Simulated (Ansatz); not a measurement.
## Short convergence ladders for Ir₃Rh (I4mm, 4 atoms in the cell)

```
Ir3Rh
1.0
   -1.92485     1.92485     3.85424
    1.92485    -1.92485     3.85424
    1.92485     1.92485    -3.85424
Ir Rh
3 1
Direct
  0.75000   0.25000   0.50000
  0.25000   0.75000   0.50000
  0.50649   0.50649   0.00000
  0.00000   0.00000   0.00000
```

Base method: PBEsol, default PAW files made with PBE (plane waves; Ansatz, a first-principles code).

Base settings: basis.ecutwfc = 30.9 Ry; kpoints.mp_grid.grid = 12 12 12; hamiltonian.xc = pbesol; hamiltonian.pseudopotentials = {kind: paw} (the program's default PAW files); scf.occupations.method = fermi_dirac; scf.occupations.width = 0.0073 Ry.

The count of work is k-points × plane waves × bands × iterations; it is no time. Core times come from one kind of shared machine, to one figure; runs under 30 s give none.

**The k-point mesh**

The second cell is the first with its lattice scaled by 0.98.

Only quantities that move along the ladder and can be compared are tabulated.

```csv
kpoints.mp_grid.grid,free energy less the last step's (meV/atom),energy of the compressed cell less the first (meV/atom),pressure (GPa),largest difference of a force vector from the last step's (eV/Å),count of work / last
2 2 2,51.03,-7.54,-11.81,0.223,0.0064
3 3 3,18.39,14.64,-7.90,0.149,0.0083
4 4 4,39.23,13.93,-8.03,0.100,0.018
6 6 6,-4.96,8.79,-8.92,0.033,0.041
8 8 8,0.77,9.78,-8.75,0.006,0.081
10 10 10,0.43,9.80,-8.74,0.003,0.14
12 12 12,-0.30,9.62,-8.77,0.002,0.22
21 21 21,0.00,9.71,-8.75,0.000,1.0
```

Coarsest kpoints.mp_grid.grid that holds the forces within 0.01 eV/Å of the last step, with all finer ones: 8 8 8, at 0.081 of the last step's count of work; the step before is off by 0.033 eV/Å.

Coarsest kpoints.mp_grid.grid that holds the free energy within 1 meV/atom of the last step, with all finer ones: 8 8 8, at 0.081 of the last step's count of work; the step before is off by 5.0 meV/atom.

Coarsest kpoints.mp_grid.grid that holds the pressure within 0.1 GPa of the last step, with all finer ones: 8 8 8, at 0.081 of the last step's count of work; the step before is off by 0.17 GPa.

The energy difference between the two cells stays within 1 meV/atom of the last step's from 6 6 6 on, the total only from 8 8 8 on: much of the error is common to both cells and cancels.

**The k-point mesh at a smearing width of 0.3 eV**

In this ladder: scf.occupations.width = 0.022 Ry.

Only quantities that move along the ladder and can be compared are tabulated.

```csv
kpoints.mp_grid.grid,free energy less the last step's (meV/atom),pressure (GPa),largest difference of a force vector from the last step's (eV/Å),count of work / last,core time / last (rough)
4 4 4,16.93,-5.33,0.040,0.014,–
5 5 5,-3.94,-6.10,0.012,0.019,–
6 6 6,-1.17,-6.03,0.001,0.032,–
9 9 9,-0.02,-5.96,0.001,0.080,–
13 13 13,-0.01,-5.95,0.000,0.21,0.2
19 19 19,0.00,-5.95,0.000,0.59,0.6
23 23 23,0.00,-5.95,0.000,1.0,1
```

Coarsest kpoints.mp_grid.grid that holds the free energy within 1 meV/atom of the last step, with all finer ones: 9 9 9, at 0.080 of the last step's count of work; the step before is off by 1.2 meV/atom.

Coarsest kpoints.mp_grid.grid that holds the forces within 0.005 eV/Å of the last step, with all finer ones: 6 6 6, at 0.032 of the last step's count of work; the step before is off by 0.012 eV/Å.

Coarsest kpoints.mp_grid.grid that holds the pressure within 0.5 GPa of the last step, with all finer ones: 5 5 5, at 0.019 of the last step's count of work; the step before is off by 0.61 GPa.

**The width of cold smearing**

In this ladder: kpoints.mp_grid.grid = 20 20 20; scf.occupations.method = cold.

Narrow widths need finer meshes than wide ones, so the last steps can hold mesh noise.

Only quantities that move along the ladder and can be compared are tabulated; pressure and forces are left out, as mesh noise rules them at narrow widths.

```tsv
scf.occupations.width	free energy less the last step's (meV/atom)	core time / last (rough)
0.0735 Ry	-1.57	1
0.0367 Ry	-1.97	1
0.022 Ry	-0.44	1.0
0.0073 Ry	0.00	1
```

Widest scf.occupations.width that holds the free energy within 1 meV/atom of the last step, with all finer ones: 0.022 Ry; the step before is off by 2.0 meV/atom.

On the base run: the starting cell comes from a database of computed structures (which also holds hypothetical and non-ambient phases and stackings), without a prior relaxation at this level. Its lattice was rescaled by up to half a per cent. One atom was moved a little off its site on purpose. Spin polarisation is off. In the base run, with a pressure of about -9 GPa the cell is away from its equilibrium volume at this level. Ansatz's pressure includes its estimate of the finite-basis (Pulay) stress.

Left out of this page: 2 runs of the series outside the window shown, repeating another row's setting, or not comparable.

Keys are those of Ansatz 0.2.
